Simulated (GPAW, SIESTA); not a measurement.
A SIESTA input for a self-consistent single point of CsAu (Pm-3m, 2 atoms in the cell) (DFT, GGA PBEsol, numerical atomic orbitals TZP, PseudoDojo PBEsol standard norm-conserving potentials (rewritten from UPF to PSML)):

```
# files in the folder: Cs.psml Au.psml (PseudoDojo PBEsol standard)
SystemName  CsAu
SystemLabel siesta

NumberOfAtoms                2
NumberOfSpecies              2
%block ChemicalSpeciesLabel
  1 55 Cs
  2 79 Au
%endblock ChemicalSpeciesLabel
LatticeConstant              1.0 Ang
%block LatticeVectors
     4.099399000    0.000000000    0.000000000
     0.000000000    4.099399000    0.000000000
     0.000000000    0.000000000    4.099399000
%endblock LatticeVectors
AtomicCoordinatesFormat      Ang
%block AtomicCoordinatesAndAtomicSpecies
     0.000000000    0.000000000    0.000000000  1
     2.049699500    2.049699500    2.049699500  2
%endblock AtomicCoordinatesAndAtomicSpecies

XC.functional                GGA
XC.authors                   PBEsol
PAO.BasisSize                TZP
PAO.EnergyShift              0.005 Ry
MeshCutoff                   350 Ry
%block kgrid.MonkhorstPack
    6   0   0  0.0
    0   6   0  0.0
    0   0   6  0.0
%endblock kgrid.MonkhorstPack
OccupationFunction           FD
ElectronicTemperature        50.0 meV

MaxSCFIterations             150
SCF.Mixer.Method             Pulay
SCF.Mixer.Weight             0.2
SCF.Mixer.History            6
SCF.DM.Tolerance             1.0E-05
Diag.ParallelOverK           true
WriteForces                  true
Charge.Mulliken              end
```

Task: Write the same calculation as an input for GPAW.

Result: One input that does it (others would too):

```python
from ase import Atoms
from ase.units import GPa
from gpaw import GPAW, PW, FermiDirac

atoms = Atoms(['Cs', 'Au'],
              cell=[[4.099399, 0.000000, 0.000000],
                    [0.000000, 4.099399, 0.000000],
                    [0.000000, 0.000000, 4.099399]],
              scaled_positions=[[0.000000, 0.000000, 0.000000],
                                [0.500000, 0.500000, 0.500000]],
              pbc=True)

calc = GPAW(mode=PW(600),
            xc='PBEsol',
            kpts={'size': (6, 6, 6), 'gamma': True},
            occupations=FermiDirac(0.05),
            nbands=-6,
            convergence={'forces': 0.001, 'bands': -4},
            symmetry={'symmorphic': False, 'tolerance': 0.0005},
            maxiter=100,
            txt='-')

atoms.calc = calc

energy = atoms.get_potential_energy()
print('Energy (eV):', round(energy, 6))
forces = atoms.get_forces()
print('Forces (eV/Ang):')
print(forces.round(5))
stress = atoms.get_stress()
print('Stress (GPa, Voigt):', (stress / GPa).round(4))
```

Basis, cutoffs, solver keys and any potentials are the target program's own. This input uses DFT PBEsol, plane waves, GPAW PAW datasets PBEsol (made by gpaw-setup). Both were run: pressure 0.51 GPa in SIESTA and 0.98 in GPAW; gap on the mesh 0.562 eV in SIESTA and 0.647 in GPAW.

On GPAW: the starting cell comes from a database of computed structures (which also holds hypothetical and non-ambient phases and stackings), without a prior relaxation at this level. Its lattice was rescaled by a random factor within 2.5 % of one. For this run, on top of that: lattice scaled by 0.98. Spin-orbit coupling is off.

On SIESTA: the starting cell comes from a database of computed structures (which also holds hypothetical and non-ambient phases and stackings), without a prior relaxation at this level. Its lattice was rescaled by a random factor within 2.5 % of one. For this run, on top of that: lattice scaled by 0.98. Spin-orbit coupling is off. Values carry the incompleteness of an atom-centred basis. The basis of the alkali or alkaline-earth atoms may lack their empty d shell, which can raise the gap.
